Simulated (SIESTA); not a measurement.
**Input and output of a self-consistent single point for a (100) slab of RbBi2 (cut from a parent of space group no. 227; 12 atoms in the cell) (SIESTA)**

Computed with GGA PBEsol, numerical atomic orbitals DZP, PseudoDojo PBEsol standard norm-conserving potentials (rewritten from UPF to PSML) in SIESTA 5.4.2.

Input:

```
# files in the folder: Bi.psml Rb.psml (PseudoDojo PBEsol standard)
SystemName  Bi2Rb
SystemLabel siesta

NumberOfAtoms                12
NumberOfSpecies              2
%block ChemicalSpeciesLabel
  1 83 Bi
  2 37 Rb
%endblock ChemicalSpeciesLabel
LatticeConstant              1.0 Bohr
%block LatticeVectors
    12.793120831    0.000000000    0.000000000
   -12.793120831   12.793120831    0.000000000
     0.000000000    0.000000000   42.286734083
%endblock LatticeVectors
AtomicCoordinatesFormat      Ang
%block AtomicCoordinatesAndAtomicSpecies
     3.384914000    1.692457000    7.000005819  1
     5.077371000    0.000000000    9.393490941  1
     1.692457000    0.000000000    9.393490941  1
    -3.384914000    5.077371000    7.000005819  1
     0.000000000    5.077371000   11.786886555  1
     1.692457000    3.384914000   14.180371677  1
    -1.692457000    3.384914000   14.180371677  1
     0.000000000    1.692457000   11.786886555  1
    -3.384914000    3.384914000   10.590177559  2
     0.000000000    3.384914000    8.196670060  2
     0.000000000    0.000000000   15.377170181  2
     3.384914000    0.000000000   12.983685059  2
%endblock AtomicCoordinatesAndAtomicSpecies

XC.functional                GGA
XC.authors                   PBEsol
PAO.BasisSize                DZP
PAO.EnergyShift              0.005 Ry
MeshCutoff                   300 Ry
%block kgrid.MonkhorstPack
    3   0   0  0.0
    0   3   0  0.0
    0   0   1  0.0
%endblock kgrid.MonkhorstPack
OccupationFunction           FD
ElectronicTemperature        100.0 meV

MaxSCFIterations             150
SCF.Mixer.Method             Pulay
SCF.Mixer.Weight             0.1
SCF.Mixer.History            8
SCF.DM.Tolerance             1.0E-04
Diag.ParallelOverK           true
WriteForces                  true
```

Output, abridged:

```
reinit: Reading from file input.fdf

reinit: System Name: Bi2Rb
reinit: System Label: siesta

coor:   Atomic-coordinates input format  =     Cartesian coordinates
coor:                                          (in Angstroms)

siesta: Atomic coordinates (Bohr) and species
siesta:      6.39656   3.19828  13.22809  1        1
siesta:      9.59484   0.00000  17.75113  1        2
siesta:      3.19828   0.00000  17.75113  1        3
siesta:     -6.39656   9.59484  13.22809  1        4
siesta:      0.00000   9.59484  22.27399  1        5
siesta:      3.19828   6.39656  26.79702  1        6
siesta:     -3.19828   6.39656  26.79702  1        7
siesta:      0.00000   3.19828  22.27399  1        8
siesta:     -6.39656   6.39656  20.01254  2        9
siesta:      0.00000   6.39656  15.48946  2       10
siesta:      0.00000   0.00000  29.05864  2       11
siesta:      6.39656   0.00000  24.53561  2       12

siesta: System type = slab

initatomlists: Number of atoms, orbitals, and projectors:     12   180   328

siesta: ******************** Simulation parameters ****************************
redata: Spin configuration                          = none
redata: Time-Reversal Symmetry                      = T
redata: Number of Atomic Species                    =        2
redata: Mesh Cutoff                                 =   300.0000 Ry
redata: Net charge of the system                    =     0.0000 |e|
redata: Min. number of SCF Iter                     =        0
redata: Max. number of SCF Iter                     =      150
redata: SCF convergence failure will abort job
redata: SCF mix quantity                            = Hamiltonian
redata: Mix DM or H after convergence               =   F
redata: Recompute H after scf cycle                 =   F
redata: Mix DM in first SCF step                    =   T
redata: No kicks to SCF
redata: DM Mixing Weight for Kicks                  =     0.5000
   [... lines left out ...]
diag: Parallel distribution                         =     1 x     1
diag: Used triangular part                          = Lower
diag: Absolute tolerance                            =  0.100E-15
diag: Orthogonalization factor                      =  0.100E-05
diag: Memory factor                                 =  1.0000

superc: Internal auxiliary supercell:     7 x     5 x     1  =      35
superc: Number of atoms, orbitals, and projectors:    420   6300  11480

                        Single-point calculation

superc: Internal auxiliary supercell:     7 x     5 x     1  =      35
superc: Number of atoms, orbitals, and projectors:    420   6300  11480

outcell: Unit cell vectors (Ang):
        6.769828    0.000000    0.000000
       -6.769828    6.769828    0.000000
        0.000000    0.000000   22.377176

outcell: Cell vector modules (Ang)   :    6.769828    9.573983   22.377176
outcell: Cell angles (23,13,12) (deg):     90.0000     90.0000    135.0000
outcell: Cell volume (Ang**3)        :   1025.5588
new_DM -- step:     1
Initializing Density Matrix...

Attempting to read DM from file... Failed...
DM filled with atomic data:

InitMesh: MESH = 64 x 96 x 270 = 1658880
InitMesh: Mesh cutoff (required, used) =   300.000   308.757 Ry

stepf: Fermi-Dirac step function
        iscf     Eharris(eV)        E_KS(eV)     FreeEng(eV)     dDmax    Ef(eV) dHmax(eV)
   scf:    1   -20716.969258   -20718.785756   -20719.072586  0.793122 -3.679783  2.940448
   scf:    2   -20719.113165   -20719.022964   -20719.311099  0.051571 -3.639840  1.586353
   scf:    3   -20719.223930   -20719.137662   -20719.428098  0.025746 -3.612879  1.827637
   scf:    4   -20719.724479   -20719.468256   -20719.765071  0.088286 -3.463740  0.567448
   scf:    5   -20719.551899   -20719.513262   -20719.810494  0.028281 -3.415586  0.425740
   scf:    6   -20719.544757   -20719.532223   -20719.830685  0.026292 -3.389155  0.102607
   [... 3 lines left out ...]
   scf:   10   -20719.535035   -20719.534862   -20719.832097  0.000567 -3.374823  0.011253
   scf:   11   -20719.534870   -20719.534867   -20719.832102  0.000214 -3.374110  0.007826
   scf:   12   -20719.534810   -20719.534840   -20719.832109  0.000615 -3.371783  0.001689
   scf:   13   -20719.534861   -20719.534850   -20719.832109  0.000197 -3.371571  0.000536
   scf:   14   -20719.534850   -20719.534850   -20719.832109  0.000030 -3.371498  0.000295
SCF Convergence by DM+H criterion
max |DM_out - DM_in|         :     0.0000300276
max |H_out - H_in|      (eV) :     0.0002947637
SCF cycle converged after 14 iterations

Using DM_out to compute the final energy and forces

siesta: E_KS(eV) =           -20719.5349

siesta: E_KS - E_eggbox =    -20719.5349

siesta: Atomic forces (eV/Ang):
     1   -0.000145    0.153334    0.165179
     2   -0.063249   -0.000143   -0.400369
     3    0.063249    0.000143   -0.400369
     4    0.000145   -0.153334    0.165179
     5    0.000280    0.131817    0.202743
     6    0.192010    0.000055    0.169998
     7   -0.192010   -0.000055    0.169998
     8   -0.000280   -0.131817    0.202743
     9    0.000000   -0.000000   -0.001289
    10   -0.000000    0.000000   -0.321760
    11    0.000000    0.000000    0.075575
    12   -0.000000    0.000000   -0.026193
   Tot   -0.000000   -0.000000    0.001436
   Max    0.400369
   Res    0.148006    sqrt( Sum f_i^2 / 3N )
   Max    0.400369    constrained

Stress tensor Voigt[x,y,z,yz,xz,xy] (kbar):        5.47       12.16       -3.93        0.00       -0.00        0.02
(Free)E + p*V (eV/cell)   -20722.7571
Target enthalpy (eV/cell)   -20719.8321

siesta: Program's energy decomposition (eV):
siesta: Ebs     =     -3118.292520
siesta: Eions   =     22595.393791
siesta: Ena     =      1353.430789
siesta: Ekin    =      9245.768669
siesta: Enl     =     -3430.566183
siesta: Eso     =         0.000000
siesta: Edftu   =         0.000000
siesta: DEna    =        77.425267
siesta: DUscf   =         1.972913
siesta: DUext   =         0.000000
siesta: Ex      =     -4997.914496
siesta: Ec      =      -374.258017
siesta: Exc     =     -5372.172513
siesta: Eharris =    -20719.534850
siesta: Etot    =    -20719.534850
siesta: FreeEng =    -20719.832109

siesta: Atomic forces (eV/Ang):
siesta:      1   -0.000145    0.153334    0.165179
siesta:      2   -0.063249   -0.000143   -0.400369
siesta:      3    0.063249    0.000143   -0.400369
siesta:      4    0.000145   -0.153334    0.165179
siesta:      5    0.000280    0.131817    0.202743
siesta:      6    0.192010    0.000055    0.169998
siesta:      7   -0.192010   -0.000055    0.169998
siesta:      8   -0.000280   -0.131817    0.202743
siesta:      9    0.000000   -0.000000   -0.001289
siesta:     10   -0.000000    0.000000   -0.321760
siesta:     11    0.000000    0.000000    0.075575
siesta:     12   -0.000000    0.000000   -0.026193
siesta: ----------------------------------------
siesta:    Tot   -0.000000   -0.000000    0.001436

siesta: Stress tensor (static) (eV/Ang**3):
siesta:     0.003416    0.000012   -0.000000
siesta:     0.000012    0.007591    0.000000
siesta:    -0.000000    0.000000   -0.002450

siesta: Cell volume =       1025.558757 Ang**3

siesta: Pressure (static):
siesta:                Solid            Molecule  Units
siesta:          -0.00003106         -0.00004136  Ry/Bohr**3
siesta:          -0.00285214         -0.00379756  eV/Ang**3
siesta:          -4.56962537         -6.08436518  kBar

siesta: Electric dipole (a.u.)  =    0.000000    0.000000    1.471330
siesta: Electric dipole (Debye) =    0.000000    0.000000    3.739748
```

The run converged in 14 iterations.

The starting cell comes from a database of computed structures (which also holds hypothetical and non-ambient phases and stackings), without a prior relaxation at this level. The slab is cut from that crystal, and its faces are unrelaxed. Its lattice was rescaled by up to half a per cent. Values carry the incompleteness of an atom-centred basis.

Cost on one core of a shared machine: roughly 2 min.
